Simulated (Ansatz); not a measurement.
**How far to go with the plane-wave cutoff: MnGa₂S₄ (C2, 7 atoms in the cell)**

```yaml
crystal:
  lattice:
    - [-2.71272, 2.71272, 5.11791]
    - [2.71272, -2.71272, 5.11791]
    - [2.71272, 2.71272, -5.11791]
  atoms:
    - { symbol: Mn, position: [0.25488, 0.75489, 0.50000], spin: 4.0 }
    - { symbol: Ga, position: [0.75000, 0.25000, 0.50000] }
    - { symbol: Ga, position: [0.50000, 0.50000, 0.00000] }
    - { symbol: S, position: [0.37923, 0.87918, 0.02051] }
    - { symbol: S, position: [0.12082, 0.14133, 0.50005] }
    - { symbol: S, position: [0.85867, 0.35872, 0.97949] }
    - { symbol: S, position: [0.64128, 0.62077, 0.49995] }
```
(The spins are starting values, not results.)

Method: PBEsol, default PAW files made with PBE (plane waves; Ansatz, a first-principles code).

Base settings: basis.ecutwfc = 420 eV; kpoints.mp_grid.grid = 3 3 3; hamiltonian.xc = pbesol; hamiltonian.pseudopotentials = {kind: paw} (the program's default PAW files); magnetization.spin_polarized = true; scf.occupations.method = fermi_dirac; scf.occupations.width = 0.05 eV.

The second cell is the first with its lattice scaled by 0.98.

The mesh stays at the base's, so the ladder's end is converged at best in this setting alone.

The first pressure column holds Ansatz's estimate of the finite-basis (Pulay) stress, which hides part of the cutoff error; the other is without it.

Only quantities that move along the ladder and can be compared are tabulated.

The count of work is k-points × plane waves × bands × iterations; it is no time. Core times come from one kind of shared machine, to one figure; runs under 30 s give none.

The starting cell comes from a database of computed structures (which also holds hypothetical and non-ambient phases and stackings), without a prior relaxation at this level. Its lattice was rescaled by up to half a per cent. One atom was moved a little off its site on purpose. With one magnetic atom in the cell only a parallel order is possible.

```csv
basis.ecutwfc,free energy less the last step's (meV/atom),energy of the compressed cell less the first (meV/atom),pressure (GPa),pressure without the Pulay estimate (GPa),largest difference of a force vector from the last step's (eV/Å),count of work / last,core time / last (rough)
145 eV,21542.74,34.27,-5.95,-491.62,0.777,0.057,–
170 eV,9920.26,263.23,-0.06,-263.73,0.071,0.070,–
190 eV,5218.47,84.56,0.21,-160.85,0.136,0.081,–
210 eV,2661.97,52.20,0.80,-96.28,0.104,0.087,–
230 eV,1305.41,13.50,0.65,-55.48,0.134,0.11,–
250 eV,598.78,21.40,0.13,-29.84,0.100,0.12,–
295 eV,83.15,16.43,-0.10,-5.89,0.023,0.14,–
335 eV,11.53,16.37,-0.26,-1.20,0.006,0.18,–
380 eV,2.06,15.99,-0.30,-0.38,0.002,0.21,–
420 eV,1.22,15.87,-0.31,-0.34,0.000,0.25,–
460 eV,0.77,15.87,-0.31,-0.33,0.000,0.28,–
505 eV,0.45,15.87,-0.31,-0.32,0.000,0.32,–
565 eV,0.25,15.88,-0.31,-0.32,0.000,0.39,0.5
630 eV,0.14,15.88,-0.31,-0.31,0.000,0.45,0.5
735 eV,0.05,15.87,-0.31,-0.31,0.000,0.61,0.8
840 eV,0.02,15.87,-0.31,-0.31,0.000,0.83,0.6
1010 eV,0.00,15.87,-0.31,-0.31,0.000,1.0,1
```

Coarsest basis.ecutwfc that holds the pressure within 0.1 GPa of the last step, with all finer ones: 335 eV, at 0.18 of the last step's count of work; the step before is off by 0.21 GPa.

Coarsest basis.ecutwfc that holds the energy of the compressed cell less the first within 2 meV/atom of the last step, with all finer ones: 295 eV, at 0.14 of the last step's count of work; the step before is off by 5.5 meV/atom.

Coarsest basis.ecutwfc that holds the free energy within 5 meV/atom of the last step, with all finer ones: 380 eV, at 0.21 of the last step's count of work; the step before is off by 12 meV/atom.

The energy difference between the two cells stays within 1 meV/atom of the last step's from 295 eV on, the total only from 460 eV on: much of the error is common to both cells and cancels.

At the lowest cutoff the pressure without the Pulay estimate lies 491 GPa under the last step's, the usual sign of Pulay stress in an incomplete plane-wave basis.

Keys are those of Ansatz 0.2.
